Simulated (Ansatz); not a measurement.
Take BAs in the zinc blende structure (space group F-43m, No. 216; a = 4.809 Å) as the base.

All numbers come from DFT with PBE, PAW potentials and a 420 eV plane-wave cutoff in Ansatz (a first-principles code), no spin-orbit coupling.

Strains are applied to the cell and any free atomic positions relax.

One change was made to it. Results:

```tsv
quantity	base	after
band gap	1.21 eV	1.28 eV
pressure	0.00 GPa	-8.34 GPa
width of the top valence band	5.07 eV	4.66 eV
hole mass (degenerate bands, along [100])	0.21, 0.24, 0.24 mₑ (at Γ)	0.18, 0.25, 0.25 mₑ (at Γ)
```

Problem. Name the change that was made.
(A) isotropic strain −2.50 %
(B) isotropic strain +0.50 %
(C) isotropic strain +2.50 %
(D) isotropic strain −0.50 %
(E) isotropic strain −2.00 %

Solution. C, isotropic strain +2.50 %. For comparison, the band gap in the other runs: isotropic strain −0.50 % gives 1.19 eV; isotropic strain +0.50 % gives 1.22 eV; isotropic strain −2.00 % gives 1.15 eV; isotropic strain −2.50 % gives 1.13 eV.

Effective masses come from finite differences of ±0.01 Å⁻¹. Stability against distortions was not tested.
